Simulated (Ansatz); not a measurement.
CsCl-type BaS (model structure), treated with HSE06 in Ansatz (plane waves, PAW).

Settings: plane-wave cutoff 500 eV, 8×8×8 k mesh, Fermi–Dirac smearing 0.05 eV, scalar-relativistic PAW data made under PBE.

Cell (relaxed at this level):

```xyz
2
Lattice="3.8226 0.0000 0.0000 0.0000 3.8226 0.0000 0.0000 0.0000 3.8226" Properties=species:S:1:pos:R:3 pbc="T T T"
Ba     0.0000     0.0000     0.0000
S      1.9113     1.9113     1.9113
```

**Question.** What does this level give for the band gap?

**Answer.** 
- band gap: 2.44 eV (on the SCF k mesh)

Note: exact exchange on metals is sensitive to the k mesh and can open a false gap; the relaxation could raise the start's symmetry but not lower it, so the cell can be a saddle point.

Spin–orbit coupling is not included.

Static lattice: no zero-point or thermal effects.

A model structure was made by putting elements into a prototype or built by hand; it is no filed structure, need not be a known phase, and can be a saddle point held by its symmetry.

Ansatz is a first-principles code.
